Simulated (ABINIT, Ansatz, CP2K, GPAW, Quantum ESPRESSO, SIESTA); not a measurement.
## One structure in several programs: Sn (I4_1/amd, 2 atoms in the cell)

Self-consistent single point, at a second geometry (lattice scaled by 0.98). First geometry:

```
Sn
1.0
   -2.91500     2.91500     1.59000
    2.91500    -2.91500     1.59000
    2.91500     2.91500    -1.59000
Sn
2
Direct
  0.25000   0.75000   0.50000
  0.00000   0.00000   0.00000
```

Shared settings, as Ansatz (a program for electronic structure) writes them: kpoints.mp_grid.grid = 8 8 8; scf.occupations.method = gaussian; scf.occupations.width = 0.1 eV. Potentials and cutoffs stand in the table.

```csv
code,model,ΔF from the first geometry (meV/atom),pressure (GPa),cutoff
Quantum ESPRESSO,"PBE, GBRV 1.5 ultrasoft (PBE) pseudopotentials",45.8,6.74,40 Ry
ABINIT,"PBE, norm-conserving pseudopotentials (PseudoDojo nc-sr-05 PBE standard)",45.8,6.80,36 Ha
Ansatz,"PBE, default PAW files",46.4,6.84,default
SIESTA,"GGA PBE, numerical atomic orbitals DZP, PseudoDojo PBE standard norm-conserving potentials (rewritten from UPF to PSML)",50.7,7.27,grid 350 Ry
GPAW,"PBE, GPAW PAW datasets PBE (gpaw-data 1.0.1)",43.4,6.40,550 eV
CP2K,"PBE, GPW, DZVP-MOLOPT-SR-GTH basis, GTH-PBE potentials (GTH_POTENTIALS)",60.4,8.43,grid 400 Ry
```

The spread over the programs that give each value: ΔF from the first geometry within 17.0 meV/atom; pressure within 2.03 GPa.

SIESTA and CP2K use small atom-centred bases, whose incompleteness enters pressures, forces and empty levels differently from a plane-wave cutoff. Ansatz's pressure is given at a fixed set of plane waves, as the other plane-wave codes print theirs; with its correction for the finite basis it is 6.88 GPa. In the pressure, CP2K (by 1.67) lies more than 1 GPa from the median of the plane-wave programs.

The starting cell has typed, rounded lattice constants, without a prior relaxation at this level. For this run, on top of that: lattice scaled by 0.98.

Left out of this page: Elk and FLEUR (not drawn, or without a comparable value).

Keys are those of Ansatz 0.2.
